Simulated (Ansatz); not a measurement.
SiC (I-4m2), r2SCAN with spin-orbit coupling, rigid bands (Ansatz, an electronic-structure program): Condition of this run: uniaxial stress along [001] of -5 GPa (compression positive) (the target of the relaxation). band gap 1.61 eV, N_c = 9.33e18 cm⁻³ and N_v = 6.87e19 cm⁻³ at 300 K, conductivity masses along x (a = (0.00, 2.17, 2.21) Å; b = (2.17, 0.00, 2.21) Å; c = (2.17, 2.17, 0.00) Å) of 0.340 mₑ (electrons) and 0.570 mₑ (holes). Take k_BT = 0.02585 eV.

Task: What thermal injection velocity √(2k_BT/πm) limits a ballistic channel along the direction named?

Result: 9.23e6 cm/s for electrons and 7.13e6 cm/s for holes, a ratio of √(m_h/m_e) = 1.29, for dilute carriers.

Task: What built-in voltage has an abrupt junction with N_A = 1e16 and N_D = 1e18 cm⁻³, all dopants ionised?

Result: V_bi = E_g/e − (k_BT/e) ln(N_c N_v/(N_A N_D)) = 1.61 − 0.02585 × 11.07 = 1.32 V. It follows the computed gap one for one.

Task: A film of it is 8 nm thick, with its normal along the direction named. Estimate the confinement energies in an infinite well.

Result: ħ²π²/(2m t²) = 0.376 eV·nm²/(m/mₑ × t²) gives 17.3 meV for electrons and 10.3 meV for holes, so the gap would widen to about 1.64 eV. Finite barriers and nonparabolic bands lower this, and with several valleys or bands the heaviest mass along the normal sets the lowest level, not this average.

Rigid, parabolic bands with the computed gap; masses take one relaxation time for all states. Geometry: cell and atoms relaxed with PBEsol.
